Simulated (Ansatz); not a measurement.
## A computed series for CoSn: response to strain

Base system: CoSn (space group P6/mmm, No. 191; a = 5.218 Å, c = 4.172 Å; non-magnetic). Axes: x lies along a and z along c of the hexagonal cell.

Strains are applied to the cell and any free atomic positions relax; under biaxial strain the out-of-plane vector relaxes too; under stress the whole cell relaxes.

Calculations: Kohn–Sham DFT with the PBEsol functional, run in Ansatz (a first-principles code) with PAW and 420 eV plane waves, spin-orbit coupling left out.

Notes on the quantities. pressure: mean of the normal stresses, compression positive.

| case | pressure | volume per atom |
|---|---|---|
| base | 0.0 GPa | 16.40 Å³ |
| biaxial strain −3.61 %, plane normal [001], relaxed out of plane | 9.5 GPa | 15.54 Å³ |
| biaxial strain +0.28 %, plane normal [001], relaxed out of plane | -0.6 GPa | ? |
| biaxial strain +0.43 %, plane normal [001], relaxed out of plane | ? | 16.50 Å³ |
| isotropic strain −4.88 % | 31.3 GPa | 14.11 Å³ |
| isotropic strain +2.72 % | -9.7 GPa | 17.77 Å³ |
| uniaxial strain ε_zz = −1.22 % | ? | 16.20 Å³ |
| uniaxial strain ε_zz = +0.32 % | -0.5 GPa | 16.45 Å³ |
| uniaxial stress, 0.5 GPa tension along z | – | 16.42 Å³ |

**Question.** Some entries are withheld; estimate them.

**Answer.** 
- biaxial strain +0.28 %, plane normal [001], relaxed out of plane, volume per atom: 16.46 Å³
- biaxial strain +0.43 %, plane normal [001], relaxed out of plane, pressure: -0.9 GPa
- uniaxial strain ε_zz = −1.22 %, pressure: 1.9 GPa

Without a gap, meshes like the base's 10×10×11 leave anisotropic stresses uncertain by several tenths of a GPa, and small strain energies with them. Stability under load was not tested beyond the relaxation. Starting moments died away, wholly or in part, for the base; another magnetic solution may exist. All final runs are without spin polarisation.
